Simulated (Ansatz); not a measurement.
A self-consistent single point of RuW (Fd-3m, 4 atoms in the cell) with Ansatz (a program for electronic structure).

Level of theory: PBE, harder PAW files (source: ansatz) (plane waves; Ansatz).

```yaml
crystal:
  lattice:
    - [0.00000, 3.11060, 3.11060]
    - [3.11060, 0.00000, 3.11060]
    - [3.11060, 3.11060, 0.00000]
  atoms:
    - { symbol: Ru, position: [0.75000, 0.75000, 0.75000] }
    - { symbol: Ru, position: [0.50000, 0.50000, 0.50000] }
    - { symbol: W, position: [0.00000, 0.00000, 0.00000] }
    - { symbol: W, position: [0.25000, 0.25000, 0.25000] }
```

Reference input (self-consistent single point, DFT, PBE, plane waves, harder PAW files (source: ansatz)): basis.ecutwfc = 760 eV; kpoints.mp_grid.grid = 6 6 6; hamiltonian.xc = pbe; hamiltonian.pseudopotentials = {kind: paw, source: ansatz}; scf.occupations.method = cold; scf.occupations.width = 0.1 eV. This run's input differs from it in these lines:

Ansatz 0.2 input:
```diff
@@ -12,3 +12,3 @@
 basis:
-  ecutwfc: 760.0
+  ecutwfc: 1140.0
 kpoints:
```

Log, with long lists cut:

```
SCF iter   1: F=—  HF=-47522.088032 eV  |F-HF|=—  |Δ(HF+E_count)|=         —  Δρ=1.02e-1  dr2=6.58e0  ethr=3.10e-3  ⟨swp⟩=5.9  Hψ=2854  notcnv=0
all-band conjugate gradients solve this SCF's bands
preconditioner: auto → Resta (q_TF=auto, 2.907 Å⁻¹)
SCF iter   2: F=—  HF=-47520.754518 eV  |F-HF|=—  |Δ(HF+E_count)|=    1.33e0  S|Δr|=    0.00e0  Δρ=4.34e-2  dr2=9.29e-1  ethr=3.10e-3  ⟨swp⟩=3.3  Hψ=1739  notcnv=0  defer=27
   [... lines left out ...]
SCF iter   6: F=—  HF=-47520.500786 eV  |F-HF|=—  |Δ(HF+E_count)|=   9.38e-5  S|Δr|=    0.00e0  Δρ=1.74e-4  dr2=2.69e-5  ethr=1.63e-7  ⟨swp⟩=2.0  Hψ=1461  notcnv=0  defer=27
SCF iter   7: F=—  HF=-47520.500446 eV  |F-HF|=—  |Δ(HF+E_count)|=   3.40e-4  S|Δr|=    0.00e0  Δρ=2.26e-5  dr2=3.17e-7  ethr=3.06e-8  ⟨swp⟩=1.4  Hψ=850  notcnv=0  defer=27
SCF iter   8: F=-47520.500446 eV  HF=-47520.500446 eV  |F-HF|=1.46e-10  |Δ(HF+E_count)|=   4.75e-9  S|Δr|=    0.00e0  Δρ=4.26e-6  dr2=5.95e-9  ethr=1.14e-10  ⟨swp⟩=12.6  Hψ=4374  notcnv=0
SCF 1 converged in 8 iterations: F = -47520.500446 eV  dr2 = 5.95e-9
Stability not checked (fill_not_monotonic)
Free energy (F): -47520.500446 eV
Internal energy: -47520.499770 eV  (E = F + TS)
E sigma→0 (E₀):  -47520.500221 eV
Entropy (-TS):   -0.000676 eV (-0.169 meV/atom)
Fermi energy:    25.122939 eV
--- Forces (eV/Å), atoms counted from 1 ---
  atom   1  Ru     0.00000000    -0.00000000     0.00000000
   [... zero for the other atoms too ...]
--- Stress (GPa, compression-positive) ---
        2.492369       0.000000       0.000000
       -0.000000       2.492369      -0.000000
        0.000000       0.000000       2.492369
  P = ⅓ Tr σ = 2.4924 GPa (24.924 kbar)
  The stress holds the Pulay correction. Without it, at fixed plane waves, as pw.x and ABINIT print it: P = 2.4732 GPa
```

The run converged in 8 iterations. Against the reference run the free energy goes down by 1.2 meV/atom and the pressure stays at 2.49 GPa.

The starting cell was generated: these elements placed on a structure prototype, without a prior relaxation; it need not be a known phase or ordering of this composition. Spin polarisation is off. Ansatz's pressure includes its estimate of the finite-basis (Pulay) stress.
